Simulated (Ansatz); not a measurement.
Structure of amorphous hafnia (Hf$_{18}$O$_{35}$) (periodic cell):

```xyz
53
Lattice="8.6757 0.2034 0.0910 0.2034 8.5830 0.1058 0.0910 0.1058 8.8885" Properties=species:S:1:pos:R:3 pbc="T T T"
Hf     7.3435     6.4490     4.3843
Hf     7.0271     6.1466     0.7002
Hf     3.5436     4.7537     0.2637
Hf     4.7098     7.7808     2.6480
Hf     8.7309     3.3729     8.6385
Hf     2.6018     2.6605     6.8666
Hf     0.4228     3.2413     4.4549
Hf     7.9187     0.7723     6.5589
Hf     6.1820     4.5287     6.8613
Hf     3.4656     5.1345     4.9925
Hf     4.6474     8.1541     5.8323
Hf     2.5866     8.7364     8.9871
Hf     1.0822     6.2692     7.0726
Hf     8.4107     1.0902     2.6520
Hf     1.4131     6.3064     2.2638
Hf     3.3470     2.4121     2.8455
Hf     6.5433     3.7869     2.9378
Hf     5.8461     1.4843     0.4889
O      8.1955     1.4131     4.7309
O      3.2246     6.7329     0.7700
O      1.8966     4.4843     8.0423
O      6.0944     5.9410     2.5795
O      4.6418     3.7834     3.7960
O      0.5229     2.5131     6.5833
O      3.2719     6.5629     3.5391
O      5.3971     6.0601     5.6012
O      1.8962     2.1387     8.8014
O      5.5128     5.6272     8.4992
O      6.0015     8.0019     4.1894
O      1.5643     8.3881     1.8193
O      8.6703     5.1449     3.2650
O      4.1606     3.9799     6.8817
O      0.3789     6.2538     0.4917
O      1.3161     2.1604     2.8607
O      3.0899     6.7827     6.4586
O      2.5891     3.0127     4.8444
O      2.5225     4.4467     1.9801
O      7.9628     1.4739     0.5677
O      3.4631     0.8809     7.0877
O      4.6156     3.1608     0.9968
O      1.0773     8.3156     7.6089
O      1.4191     5.1127     5.3915
O      6.3235     1.7761     2.4591
O      6.7433     2.6998     7.6690
O      7.3893     4.1156     1.1238
O      7.1703     4.2867     5.0286
O      3.8740     0.7919     1.3226
O      3.7207     0.6480     3.9854
O      5.9961     0.2270     6.8687
O      8.5099     7.6420     3.2506
O      8.2580     7.3476     6.0171
O      6.1995     8.0181     1.0298
O      7.9690     5.2091     7.6541
```

Calculation: PBE, scalar-relativistic without spin-orbit coupling (plane waves to 420 eV, PAW; Ansatz, an electronic-structure program). The usual formal charges leave 2 electrons over, so the level spacing at the Fermi energy parts defect or band states and needn't be the band gap.

Preparation: random packing, a CHGNet melt and quench, and a DFT relaxation. O atoms were pushed apart under 1.9 Å during the dynamics, to hinder bonds among them. The hot cell started wider than the set density and was brought back towards it in steps. It is the lowest in DFT energy of 4 quenches. It is a model cell: composition and starting density were chosen by hand, and all elements were melted together. No dispersion term was used. Its density started from a set value of 9.47 and ended at 9.47 g/cm³. Cooling (nominally 73 K/ps over its main leg) ran many orders faster than in experiment, which tends to leave more defects and strain. A cell of this size samples the disorder only roughly. The volume was held where the preparation left it and the shape relaxed, at a PBE pressure of -0.7 GPa (tension). Stress components on the final sampling reach 0.7 GPa.

Cut-offs for bonds: Hf-Hf 3.34 Å, Hf-O 2.66 Å, O-O 1.58 Å. Two cations that share two anions don't count as bonded, nor two that share one unless they lie closer than Hf-Hf 3.25 Å.

### Question
Give the coordination numbers, mean bond lengths and angles.

### Answer

```json
{
 "Mean coordination of Hf by anions": "6.44 (10 with 6, 8 with 7)",
 "Mean coordination of O": "3.31 (1 with 2, 22 with 3, 12 with 4)",
 "Mean Hf-O bond": "2.164 Å (spread 0.120 Å, 116 counted)",
 "Bond angle at Hf": "mean 102.1°, spread 28.9°",
 "Bond angle at O": "mean 112.8°, spread 17.9°"
}
```

### Question
List the pairs of like atoms that count as bonded by the rules above.

### Answer
There are none by these rules.

### Question
What Bader charges do the atoms carry, from a run on one k-point at (1/4, 1/4, 1/4)?

### Answer
Means (range): Hf +2.55 e (+2.13 to +2.65), O -1.31 e (-1.35 to -1.25).
| atom | charge (e) |
|---|---|
| Hf1 | +2.58 |
| Hf2 | +2.60 |
| Hf3 | +2.58 |
| Hf4 | +2.60 |
| Hf5 | +2.60 |
| Hf6 | +2.56 |
| Hf7 | +2.28 |
| Hf8 | +2.57 |
| Hf9 | +2.62 |
| Hf10 | +2.59 |
| Hf11 | +2.61 |
| Hf12 | +2.63 |
| Hf13 | +2.63 |
| Hf14 | +2.47 |
| Hf15 | +2.62 |
| Hf16 | +2.65 |
| Hf17 | +2.13 |
| Hf18 | +2.60 |
| O19 | -1.28 |
| O20 | -1.35 |
| O21 | -1.34 |
| O22 | -1.35 |
| O23 | -1.31 |
| O24 | -1.34 |
| O25 | -1.32 |
| O26 | -1.34 |
| O27 | -1.29 |
| O28 | -1.30 |
| O29 | -1.25 |
| O30 | -1.27 |
| O31 | -1.31 |
| O32 | -1.35 |
| O33 | -1.31 |
| O34 | -1.28 |
| O35 | -1.32 |
| O36 | -1.31 |
| O37 | -1.30 |
| O38 | -1.31 |
| O39 | -1.32 |
| O40 | -1.32 |
| O41 | -1.31 |
| O42 | -1.31 |
| O43 | -1.29 |
| O44 | -1.34 |
| O45 | -1.31 |
| O46 | -1.35 |
| O47 | -1.34 |
| O48 | -1.29 |
| O49 | -1.28 |
| O50 | -1.28 |
| O51 | -1.30 |
| O52 | -1.32 |
| O53 | -1.34 |
